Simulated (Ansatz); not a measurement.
Start from InAs in the zinc blende structure (space group F-43m, No. 216; a = 6.110 Å).

Computed with DFT with r2SCAN, PAW potentials and a 500 eV plane-wave cutoff in Ansatz (a first-principles code), no spin-orbit coupling.

Before the change:

Pressure: 0.0 GPa

It is then changed as follows: the cell is scaled by 1.0250 in all directions; the atoms relax in the strained cell.

### Question
How does this affect the energy relative to the base and pressure?

### Answer
The energy goes up by 26 meV/atom; the pressure goes from zero to -3.6 GPa.

The mesh was chosen for an insulator and is coarse for the gapless case. Stability against distortions was not tested. The final runs are not spin-polarised.
